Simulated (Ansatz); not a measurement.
AlP (model structure, started from the NiAs type, P6₃/mmc, No. 194, 4 atoms in the cell) was calculated with LDA (plane waves, PAW; Ansatz, a quantum-chemistry and plane-wave program).

Settings: plane-wave cutoff 520 eV, 18×18×12 k mesh (along the axes of the cell as run), Fermi–Dirac smearing 0.05 eV, scalar-relativistic PAW data made under PBE.

Cell (relaxed at this level):

```yaml
crystal:
  lattice:
    - [3.55832, 0.00000, 0.00000]
    - [-1.77916, 3.08159, 0.00000]
    - [0.00000, 0.00000, 5.68603]
  atoms:
    - { symbol: Al, position: [0.00000, 0.00000, 0.00000] }
    - { symbol: Al, position: [0.00000, 0.00000, 0.50000] }
    - { symbol: P, position: [0.33333, 0.66667, 0.25000] }
    - { symbol: P, position: [0.66667, 0.33333, 0.75000] }
```

### Question
Estimate the bulk modulus that the calculation returns.

### Answer

bulk modulus: 114 GPa

The run finds no gap.

Note: the bulk modulus is −V dP/dV from two relaxed cells at ±2 % in volume; the relaxation could raise the start's symmetry but not lower it, so the cell can be a saddle point.

The computed numbers hold no vibrational or temperature effects.

Cost on a shared machine: roughly 50 core-seconds.

A model structure was made by putting elements into a prototype or built by hand; it is no filed structure, need not be a known phase, and can be a saddle point held by its symmetry.
